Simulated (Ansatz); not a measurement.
**A computed series for Mg: response to strain**

Base system: Mg in the hcp (Mg type) structure (space group P6_3/mmc, No. 194; a = 3.195 Å, c = 5.197 Å; relaxed with 0.1 eV smearing).

Strains are applied to the cell and any free atomic positions relax.

Method: DFT with PBE, PAW potentials and a 420 eV plane-wave cutoff in Ansatz (a first-principles code), spin-orbit coupling left out.

Notes on the quantities. pressure: mean of the normal stresses, compression positive; energy relative to the base: free energy F.

```
change                    volume per atom  pressure  energy relative to the base
------------------------  ---------------  --------  ---------------------------
base                             22.97 Å³   0.0 GPa                   0 meV/atom
isotropic strain −3.00 %         20.97 Å³   3.9 GPa                 +23 meV/atom
isotropic strain −1.50 %         21.95 Å³   1.8 GPa                +5.5 meV/atom
isotropic strain −1.00 %         22.29 Å³         ?                            ?
isotropic strain −0.50 %         22.63 Å³   0.6 GPa                +0.6 meV/atom
isotropic strain +0.50 %         23.32 Å³  -0.5 GPa                +0.6 meV/atom
isotropic strain +1.00 %         23.67 Å³  -1.0 GPa                +2.3 meV/atom
isotropic strain +1.50 %         24.02 Å³  -1.5 GPa                +5.0 meV/atom
isotropic strain +2.00 %         24.38 Å³  -1.9 GPa                +8.7 meV/atom
isotropic strain +2.50 %         24.74 Å³  -2.3 GPa                 +13 meV/atom
```

**Question.** What belongs in the blanks?

**Answer.** 
- isotropic strain −1.00 %, pressure: 1.2 GPa
- isotropic strain −1.00 %, energy relative to the base: +2.4 meV/atom

Whether these cells are dynamically stable was not tested.
